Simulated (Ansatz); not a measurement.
Amorphous In9Ga9Zn9O38Ge, 66 atoms at 5.81 g/cm³, one PBE-relaxed geometry, zone centre. Methods: PBE, scalar-relativistic without spin-orbit coupling (Ansatz, a first-principles code); r2SCAN, scalar-relativistic without spin-orbit coupling (Ansatz); HSE06, scalar-relativistic without spin-orbit coupling (Ansatz). Plane waves to 420 eV (r2SCAN 500 eV); exact exchange is cut at the cell's faces. At PBE the levels at the filled edge of the gap are localised (band-tail or defect states). All rungs ran without spin polarisation.

The cell was made by melting and quenching with the CHGNet potential and then relaxed with DFT. O atoms were pushed apart under 1.9 Å during the dynamics, to hinder bonds among them. The hot cell started wider than the set density and was brought back towards it in steps. It is the lowest in DFT energy of 2 quenches. It is a model cell: composition and starting density were chosen by hand, and all elements were melted together. No dispersion term was used. Its density started from a set value of 5.81 and ended at 5.81 g/cm³. The quench (nominally 210 K/ps over its main leg) was far faster than any real one, so the model tends to hold more defects than a real film. Values belong to this one cell and scatter from quench to quench. The volume was held where the preparation left it and the shape relaxed, at a PBE pressure of 0.9 GPa. Stress components on the final sampling reach 0.9 GPa.

The relaxation ran on the zone centre alone. At PBE the level gap is 0.83 eV on a 2×2×2 Γ-centred mesh, and the spacing at the zone centre alone 0.81 eV.

Task: What zone-centre spacing does r2SCAN give, roughly?

Result: 1.29 eV (+0.47 eV against PBE).

Task: What zone-centre spacing does HSE06 give, roughly?

Result: 2.42 eV (+1.61 eV against PBE).

The highest filled and the lowest empty state spread over these numbers of atoms (participation numbers): PBE: 9.0 and 60.0; r2SCAN: 11.4 and 58.9; HSE06: 9.4 and 58.3.
